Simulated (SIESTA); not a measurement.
Band structure of Fe₅Co₃ (Im-3m, 8 atoms in the cell).

```xyz
8
Lattice="-2.7709 2.7709 2.7709 2.7709 -2.7709 2.7709 2.7709 2.7709 -2.7709" Properties=species:S:1:pos:R:3 pbc="T T T"
Fe     0.0000     0.0000     0.0000
Fe     1.3855     1.3855    -1.3855
Fe     1.3855    -1.3855     1.3855
Fe     1.3855     1.3855     1.3855
Fe    -1.3855     1.3855     1.3855
Co     2.7709     0.0000     0.0000
Co     0.0000     2.7709     0.0000
Co     0.0000     0.0000     2.7709
```
Moments meant for the start (each program seeds them in its own way; μB, in the order of the atoms Fe Fe Fe Fe Fe Co Co Co): 4.0 4.0 4.0 4.0 4.0 3.0 3.0 3.0.

Level of theory: GGA PBEsol, numerical atomic orbitals DZP, PseudoDojo PBEsol standard norm-conserving potentials (rewritten from UPF to PSML) (SIESTA).

Settings: XC.functional = GGA; XC.authors = PBEsol; potentials = PseudoDojo PBEsol standard; PAO.BasisSize = DZP; PAO.EnergyShift = 0.01 Ry; MeshCutoff = 300 Ry; kgrid.MonkhorstPack = 4 4 4; OccupationFunction = FD; ElectronicTemperature = 1160.45 K; Spin = polarized; DM.InitSpin = [1 +4.00, 2 +4.00, 3 +4.00, 4 +4.00, 5 +4.00, 6 +3.00, 7 +3.00, 8 +3.00]; MaxSCFIterations = 150; SCF.Mixer.Method = Pulay; SCF.Mixer.Weight = 0.1.

The starting cell comes from a database of computed structures (which also holds hypothetical and non-ambient phases and stackings), without a prior relaxation at this level. The magnetic order is the one reached from the typed start; others were not searched systematically. Values carry the incompleteness of an atom-centred basis.

Levels in eV from the Fermi level, bands 70 to 72 of the first spin channel:
```
point     70     71     72
-----  -----  -----  -----
Γ      -0.29  -0.20  -0.20
H      -1.56  -1.39  -1.39
N      -1.27  -1.19  -1.08
P      -1.09  -1.09  -1.09
```

Bands cross the Fermi level along this path, so the cell is metallic at this level.

Higher empty bands are left out: an atom-centred basis made for the valence describes them poorly.

The net moment of the cell came out as 18.39 μB.
